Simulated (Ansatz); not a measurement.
Consider a 16-atom cell of (Au,Pt) started in the face-centred cubic structure, site fractions Au 0.500, Pt 0.500, short-range order 0.00 among the nearest mixed sites of the first mixed sublattice (0 is random, a negative value favours unlike neighbours), space group C2 at the end. Its start:

```xyz
16
Lattice="4.0706 4.0711 4.0702 4.0706 -4.0711 4.0702 4.0715 -4.0711 -4.0711" Properties=species:S:1:pos:R:3 pbc="T T T"
Pt     6.0740    -6.1063    -0.0018
Au     4.0713    -2.0344    -2.0358
Au     4.0934    -4.0947    -0.0294
Pt     6.1391    -2.0352     0.0004
Au     6.1358    -4.0753     2.0120
Pt     8.1418    -2.0349     2.0344
Au     2.0117    -2.0317     0.0009
Pt     4.1067     0.0353     0.0306
Au     4.0708    -1.9914     2.0348
Pt     6.0759     0.0001     2.0013
Au     6.1299    -2.0317     4.0687
Au    -0.0223    -0.0236     0.0289
Pt     2.0656     0.0001     2.0684
Pt     4.0708     1.9660     2.0348
Pt     4.0349     0.0353     4.0391
Au     6.0764    -0.0042     6.1278
```

The mixing enthalpy is taken against the end members in the face-centred cubic type, relaxed in the same cell and mesh.

These are PBE (plane waves to 420 eV, PAW; Ansatz, a first-principles code) values and carry that method's errors. No spin–orbit coupling. Its k-point mesh 6×6×6, Fermi–Dirac width 0.05 eV.

```csv
end member,weight,volume per atom (Å³)
Au,0.500,17.98
Pt,0.500,15.65
```

Question: Predict the alloy's volume, bond lengths and mixing enthalpy.

Answer: The volume per atom comes out as 16.74 Å³ and the Au–Pt bonds (within 1.22 times the sum of covalent radii) is 2.881 Å on average, from 2.833 to 2.926 (48). The Pt–Pt bonds (within 1.22 times the sum of covalent radii) is 2.842 Å on average, from 2.786 to 2.895 (24) and the Au–Au bonds (within 1.22 times the sum of covalent radii) is 2.882 Å on average, from 2.854 to 2.905 (24). The mixing enthalpy per site of the mixed sublattice is 52 meV. The departure of the mean lattice parameter from Vegard's line is under 0.15 %, inside the noise of the relaxations.
